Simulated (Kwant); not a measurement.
Model system: quantum point contact (saddle potential) in a GaN two-dimensional gas. Effective mass 0.22 mₑ, grid spacing 3.3 nm, hard walls, nominal width 80 nm (25 grid rows, so walls 85.8 nm apart), one parabolic valley, scattering region 240 nm long along x; energies count from the band bottom; Fermi energy 0.00484 eV. Potential (V0 + ½k y²) cos²(πx/L) for |x| < L/2, with V0 swept from 0.005082 to 0 eV, k = 2.6e-05 eV/nm², L = 150 nm.

The device is made up for the run: typed textbook-type constants, with dimensions and the other settings drawn at random.

Computed with Kwant: effective-mass tight-binding model on a square grid, one spin, coherent transport at 0 K. Conductance is in e²/h.

Sweep values stay those of the base run.

The magnetic field was swept, all else fixed.

```
magnetic field (T)  G (e²/h) at V0 = 3.830 meV  mean G (e²/h) over the sweep
------------------  --------------------------  ----------------------------
0                                        0.073                          0.75
0.19                                     0.072                          0.74
0.39                                     0.071                          0.74
0.65                                     0.069                          0.74
0.97                                     0.064                          0.73
1.6                                      0.051                          0.71
```

From the first row to the last the G at V0 = 3.830 meV goes from 0.073 to 0.051. From the first row to the last the mean G over the sweep goes from 0.75 to 0.71.
